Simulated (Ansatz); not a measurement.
**BN under a change: biaxial strain +1.78 %, plane normal [001], relaxed out of plane**

Consider BN in the zinc blende structure (space group F-43m, No. 216; a = 3.605 Å). Axes: x, y, z lie along the cube axes.

It is then changed as follows: biaxial strain +1.78 %, plane normal [001], relaxed out of plane (Cartesian); in-plane vectors clamped, the third vector and the atoms free.

The values are results of Kohn–Sham DFT with the PBEsol functional, run in Ansatz (a program for electronic structure) with PAW and 420 eV plane waves, no spin-orbit coupling, earlier PAW set, not measurements. k-mesh 16×16×16 (Γ-centred); smearing 0.05 eV (Fermi–Dirac).

The volume per atom increases by 0.16 Å³ to 6.02 Å³ and the energy grows by 9.9 meV/atom. The band gap decreases by 0.476 eV (4.29 eV → 3.82 eV) and the gap character is indirect, Γ → M. The electron mass goes from 0.89 mₑ along k, 0.29 mₑ across (at X) to 0.86 mₑ along k, 0.30 mₑ across (at X) and the hole mass comes out as 0.51 mₑ (at Γ). The valence-band top at Γ (three highest levels, from the VBM) goes from 0.00, 0.00, 0.00 eV to 0.00, -0.24, -0.24 eV and the valley order (the lowest conduction-band minima on the path, energy above the VBM, named in the base's zone) becomes X along [001] 3.82 eV; X along [100] 4.25 eV (base: X along ⟨100⟩ 4.29 eV). The out-of-plane strain comes out as -0.82 % and the ratio −ε⊥/ε∥ is 0.46.

Final structure (turned so that z lies along the plane normal):

```yaml
crystal:
  lattice:
    - [2.59458, 0.00000, 0.00000]
    - [0.00000, 2.59458, 0.00000]
    - [1.29729, -1.29729, 1.78771]
  atoms:
    - { symbol: N, position: [0.25000, 0.25000, 0.50000] }
    - { symbol: B, position: [0.00000, 0.00000, 0.00000] }
```

Cost of the whole job for the changed cell (relaxation, final SCF and bands): around 26 core-seconds (rough).

Effective masses come from finite differences of ±0.01 Å⁻¹. Along k means along the line from Γ to the band edge. Stability against distortions was not tested. k-point labels follow each cell's own Brillouin zone.
